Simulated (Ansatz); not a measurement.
## VO2 (space group C2/m, No. 12; ferromagnetic)

```cif
data_O16V8
_chemical_formula_sum 'V8 O16'
_space_group_name_H-M_alt 'C2/m'
_space_group_IT_number 12
_space_group_name_Hall '-C 2y'
_cell_length_a 11.86379
_cell_length_b 3.69709
_cell_length_c 6.31849
_cell_angle_alpha 90.000
_cell_angle_beta 106.990
_cell_angle_gamma 90.000
loop_
_atom_site_label
_atom_site_type_symbol
_atom_site_symmetry_multiplicity
_atom_site_Wyckoff_symbol
_atom_site_fract_x
_atom_site_fract_y
_atom_site_fract_z
_atom_site_occupancy
V1 V 4 i 0.19888 0.50000 0.28468 1
V2 V 4 i 0.39963 0.00000 0.29589 1
O1 O 4 i 0.13958 0.50000 0.00566 1
O2 O 4 i 0.23424 0.00000 0.34497 1
O3 O 4 i 0.05864 0.50000 0.36469 1
O4 O 4 i 0.13341 0.00000 0.70043 1
```
(The calculation used a cell of 12 atoms; values per cell refer to that cell.)

Method: Kohn–Sham DFT with the PBEsol functional, run in Ansatz (a program for electronic structure) with PAW and 420 eV plane waves, scalar-relativistic without spin-orbit coupling. Γ-centred 9×9×6 mesh, Fermi–Dirac width 0.05 eV.

```yaml
volume_per_atom: 11.04 Å³
density: 4.16 g/cm³
band_gap: zero
magnetic_state: ferromagnetic
total_energy: -1336.389 eV/atom (σ→0; compares only within this code and set-up)
```

Other magnetic orders, which the real material may have, were not ruled out. No phonon test of stability was made. No Hubbard U is applied, and correlation can decide whether such a compound is a metal.
